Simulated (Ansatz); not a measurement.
A hypothetical phase is included: elements placed on a structure type, which no database files for this compound.

By r2SCAN, the system below comes out a metal.

Data:

```yaml
crystal:
  lattice:
    - [5.33505, 0.00000, 0.00000]
    - [0.00000, 5.33505, 0.00000]
    - [0.00000, 0.00000, 5.33505]
  atoms:
    - { symbol: Ge, position: [0.75000, 0.00000, 0.50000] }
    - { symbol: Ge, position: [0.25000, 0.00000, 0.50000] }
    - { symbol: Ge, position: [0.00000, 0.50000, 0.25000] }
    - { symbol: Ge, position: [0.00000, 0.50000, 0.75000] }
    - { symbol: Ge, position: [0.50000, 0.75000, 0.00000] }
    - { symbol: Ge, position: [0.50000, 0.25000, 0.00000] }
    - { symbol: Ge, position: [0.00000, 0.00000, 0.00000] }
    - { symbol: Ge, position: [0.50000, 0.50000, 0.50000] }
```

The cell was relaxed by PBE-D3(BJ); by r2SCAN it stands under a pressure of 1.1 GPa.

The current flows along the normal of the first two printed cell vectors, the (001) plane of the conventional cell. No spin-orbit coupling; the value is a mean over 0.1 eV about the Fermi level.

### Question
Estimate the ballistic conductance per area that r2SCAN (Ansatz, a quantum-chemistry and plane-wave program) returns for this system.

### Answer
1.3 × 10¹⁵ S/m² for both spins.
